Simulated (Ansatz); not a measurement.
Results of r²SCAN (Ansatz, a program for electronic structure, plane waves, PAW) for VPt₃ (R-3m, No. 166, 4 atoms in the cell; start mp-1216270; a measured phase of this formula has another space group).

Run with plane-wave cutoff 560 eV, 22×22×22 k mesh, Fermi–Dirac smearing 0.05 eV, no spin polarisation, scalar-relativistic PAW data made under PBE.

Cell (relaxed at this level):

```xyz
4
Lattice="1.3726 0.7925 9.0360 -1.3726 0.7925 9.0360 0.0000 -1.5849 9.0360" Properties=species:S:1:pos:R:3 pbc="T T T"
V      0.0000     0.0000     0.0000
Pt     0.0000     0.0000     6.9435
Pt     0.0000     0.0000    20.1645
Pt     0.0000     0.0000    13.5540
```

**Question.** What does this level give for the bulk modulus B0?

**Answer.** 
- bulk modulus B0 = 253 GPa

Note: the run has no spin polarisation, so it can have missed a magnetic state; the bulk modulus is −V dP/dV from two relaxed cells at ±2 % in volume; the relaxation could not lower the start's symmetry, so the cell can be a saddle point above a distorted one.

Spin–orbit coupling is not included.

Computed values are for the static lattice.

Cost on a shared machine: roughly 30 core-minutes.

A start named mp-… is a Materials Project structure, which need not be a measured phase.
